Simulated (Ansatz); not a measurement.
**Point defects in Ni**

Take an 8-atom supercell of Ni in the fcc (Cu type) structure (space group Fm-3m, No. 225; a = 3.5188 Å; ferromagnetic) at its relaxed geometry as the base.

One neutral defect a cell, atoms relaxed at fixed cell.

The values are results of PBE, PAW, 420 eV (Ansatz, a first-principles code; spin-orbit coupling left out), earlier PAW set, not measurements.

```json
[
 {"variant": "perfect supercell", "largest displacement of a host atom from its site in the perfect cell": "–", "pressure": "-0.1 GPa"},
 {"variant": "Ge on a Ni site", "largest displacement of a host atom from its site in the perfect cell": "0.00 Å", "pressure": "5.4 GPa"},
 {"variant": "Pt on a Ni site", "largest displacement of a host atom from its site in the perfect cell": "0.00 Å", "pressure": "___"},
 {"variant": "Ni interstitial (started 1.50 Å from the nearest host atom), symmetric start", "largest displacement of a host atom from its site in the perfect cell": "0.21 Å", "pressure": "66.1 GPa"}
]
```

Question: Complete the table.

Answer: 
- Pt on a Ni site, pressure: 15.1 GPa

Other magnetic orders, which the real material may have, were not ruled out. In so small a cell the defect repeats every few ångströms: this is an ordered compound, not a dilute defect. Defects with a symmetric start kept the site's symmetry and may sit on a saddle; the others started slightly shaken.
